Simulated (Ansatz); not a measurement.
Consider MgO in the rock salt structure (space group Fm-3m, No. 225; a = 4.204 Å). Axes: x, y, z lie along the cube axes.

Method: r2SCAN, PAW, 500 eV (Ansatz, a first-principles code; no spin-orbit coupling).

Before the change:

| Property | Value |
|---|---|
| Band gap | 5.68 eV |
| Valence-band top at Γ | 0.00, 0.00, 0.00 eV |

The change: a pure shear with ε_xy = ε_yx = 0.0029; the atoms relax in the strained cell.

Predict the new band gap.

The band gap drops by 0.02 eV (5.68 eV → 5.66 eV).

What does the calculation give for the valence-band top at Γ after the change?

The valence-band top at Γ (three highest levels, from the VBM) becomes 0.00, -0.02, -0.04 eV (base: 0.00, 0.00, 0.00 eV).

Stability against distortions was not tested.
